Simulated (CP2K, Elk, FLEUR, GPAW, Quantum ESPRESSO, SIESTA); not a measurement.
Code comparison for CdSe (F-43m, 2 atoms in the cell)

Self-consistent single point.

```yaml
crystal:
  lattice:
    - [0.00000, 3.09545, 3.09545]
    - [3.09545, 0.00000, 3.09545]
    - [3.09545, 3.09545, 0.00000]
  atoms:
    - { symbol: Cd, position: [0.00000, 0.00000, 0.00000] }
    - { symbol: Se, position: [0.75000, 0.75000, 0.75000] }
```

Shared settings, as Quantum ESPRESSO writes them: occupations = fixed; K_POINTS = automatic 6 6 6 0 0 0. Potentials and cutoffs stand in the table.

```
code                                                                                                                                 model  pressure (GPa)  gap on the mesh (eV)           cutoff
----------------  ------------------------------------------------------------------------------------------------------------------------  --------------  --------------------  ---------------
GPAW                                                                         LDA (Perdew-Wang 92), GPAW PAW datasets LDA (gpaw-data 1.0.1)           -4.45                 0.218           550 eV
SIESTA            LDA PW92, numerical atomic orbitals TZP, PseudoDojo LDA standard norm-conserving potentials (rewritten from UPF to PSML)           -6.49                 0.321      grid 300 Ry
FLEUR                                                         LDA (Perdew-Zunger), all-electron FLAPW (FLEUR), scalar-relativistic valence               –                 0.232  Kmax 4.2 1/bohr
Elk                                                           LDA (PW92), all-electron FP-LAPW, Elk's shipped species files, LAPW+lo basis               –                 0.226       rgkmax 7.5
CP2K                                                  LDA (Pade form), GPW, DZVP-MOLOPT-SR-GTH basis, GTH-PADE potentials (GTH_POTENTIALS)           -3.49                 0.210      grid 500 Ry
Quantum ESPRESSO                                                                       LDA (PZ), GBRV 1.5 ultrasoft (LDA) pseudopotentials           -4.23                 0.194            40 Ry
```

A dash marks a value that a program does not give, or that is left out as unsure.

Gaps are read on the mesh.

The spread over the programs that give each value: pressure within 3.00 GPa; gap on the mesh within 0.127 eV.

SIESTA and CP2K use small atom-centred bases, whose incompleteness enters pressures, forces and empty levels differently from a plane-wave cutoff. FLEUR and Elk treat all electrons, but the usual bases taken here (sphere radii, linearisation, local orbitals, empty states) were not tested for convergence, so the values are no reference for the others. The same LDA comes in different parametrisations, which differ slightly. In the pressure, SIESTA (by 2.16) lies more than 1 GPa from the median of the plane-wave programs.

The starting cell comes from a database of computed structures (which also holds hypothetical and non-ambient phases and stackings), without a prior relaxation at this level. Its lattice was rescaled by a random factor within 2.5 % of one.
